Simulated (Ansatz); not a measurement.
Consider CdS in the zinc blende structure (space group F-43m, No. 216).

```
CELL_PARAMETERS angstrom
      0.00000     2.96333     2.96333
      2.96333     0.00000     2.96333
      2.96333     2.96333     0.00000
ATOMIC_POSITIONS crystal
  Cd 0.00000 0.00000 0.00000
  S  0.25000 0.25000 0.25000
```

All numbers come from DFT with PBE, PAW potentials and a 420 eV plane-wave cutoff in Ansatz (a program for electronic structure), no SOC.

One change was made to it. Results:

```json
[
 {"quantity": "volume per atom", "base": "26.02 Å³", "after": "20.43 Å³"},
 {"quantity": "electron mass", "base": "0.12 mₑ (at Γ)", "after": "0.15 mₑ (at Γ)"},
 {"quantity": "gap character", "base": "direct at Γ", "after": "direct at Γ"},
 {"quantity": "band gap", "base": "1.04 eV", "after": "1.52 eV"}
]
```

Question: Name the change that was made.
A) pressure 0.9 GPa
B) pressure −1 GPa
C) pressure −2 GPa
D) pressure 22.5 GPa

Answer: D, pressure 22.5 GPa. For comparison, the band gap in the other runs: pressure −1 GPa gives 1.00 eV; pressure 0.9 GPa gives 1.08 eV; pressure −2 GPa gives 0.95 eV.

Load acts through the strain it causes; cell and atoms are relaxed under it. Masses are band curvatures over ±0.01 Å⁻¹ around the edge. Whether these cells are dynamically stable was not tested. Tetrahedral semiconductors of this kind turn to denser phases somewhere between about 1 and 50 GPa; those were not computed, so compressed cells here can lie past the real transition.
